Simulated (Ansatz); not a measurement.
Al₂Cu (I4/mcm, No. 140)

Computed with HSE06 in Ansatz (plane waves, PAW).

Numerical settings: plane-wave cutoff 460 eV, 8×8×8 k mesh, Fermi–Dirac smearing 0.05 eV, no spin polarisation, scalar-relativistic PAW data made under PBE.

Cell (relaxed at this level):

```cif
data_Al4Cu2
_chemical_formula_sum 'Al4 Cu2'
_space_group_name_H-M_alt 'P 1'
_space_group_IT_number 1
_cell_length_a 4.91970
_cell_length_b 4.91970
_cell_length_c 4.91970
_cell_angle_alpha 103.807
_cell_angle_beta 103.807
_cell_angle_gamma 121.512
loop_
_space_group_symop_operation_xyz
  'x, y, z'
loop_
_atom_site_label
_atom_site_type_symbol
_atom_site_fract_x
_atom_site_fract_y
_atom_site_fract_z
_atom_site_occupancy
Al1 Al 0.65761 0.15761 0.81523 1
Al2 Al 0.15761 0.34239 0.50000 1
Al3 Al 0.84239 0.65761 0.50000 1
Al4 Al 0.34239 0.84239 0.18477 1
Cu1 Cu 0.75000 0.75000 0.00000 1
Cu2 Cu 0.25000 0.25000 0.00000 1
```

```
Quantity                         Result
------------------------------  -------
equilibrium lattice constant a  6.071 Å
lattice parameter c             4.807 Å
```

Note: the run has no spin polarisation, so it can have missed a magnetic state.

It cost around 60 core-minutes (rough) of CPU time.

Ansatz is a program for electronic structure.
